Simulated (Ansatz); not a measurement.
**A computed series for Zr2TlC: pressure series**

Start from Zr2TlC (space group P6_3/mmc, No. 194; a = 3.3454 Å, c = 14.9084 Å; a cell from a computed database, its experimental status unchecked).

Cell and atoms are relaxed at each pressure.

Calculations: PBEsol in Ansatz (plane waves to 420 eV, PAW, no spin-orbit coupling).

Notes on the quantities. enthalpy: H = E + PV relative to the base's energy.

```tsv
case	lattice parameter a	enthalpy	c/a ratio
base	3.345 Å	–	4.456
pressure 0.3 GPa	3.343 Å	+0.03 eV/atom	4.456
pressure 0.7 GPa	…	+0.08 eV/atom	…
pressure 1.5 GPa	3.334 Å	+0.17 eV/atom	4.452
pressure 3 GPa	3.323 Å	+0.33 eV/atom	4.449
pressure 5 GPa	3.308 Å	+0.55 eV/atom	4.446
```

Task: Fill in the withheld entries from the trend.

Result: 
- pressure 0.7 GPa, lattice parameter a: 3.340 Å
- pressure 0.7 GPa, c/a ratio: 4.454

Load acts through the strain it causes; cell and atoms are relaxed under it. Whether these cells are dynamically stable was not tested. No other phases were tried under pressure. All final runs are without spin polarisation.

Ansatz is a quantum-chemistry and plane-wave program.
